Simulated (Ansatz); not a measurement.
Start from CdS in the zinc blende structure (space group F-43m, No. 216; a = 5.825 Å). Axes: x, y, z lie along the cube axes.

It is then changed as follows: biaxial strain −0.91 %, plane normal [001], relaxed out of plane (Cartesian); in-plane vectors clamped, the third vector and the atoms free.

Levels (all Ansatz, a quantum-chemistry and plane-wave program, PAW, earlier PAW set): PBEsol (420 eV, without spin-orbit coupling); HSE06 (420 eV, spin-orbit coupling left out).

The geometry is relaxed with PBEsol.

```
Property          Result
---------------  -------
PBEsol band gap  1.00 eV
```

**Question.** How does going to HSE06 change the band gap?

**Answer.** The band gap increases by 1.16 eV, from 1.00 eV to 2.16 eV.

Single points use the geometry relaxed with PBEsol. Stability against distortions was not tested.
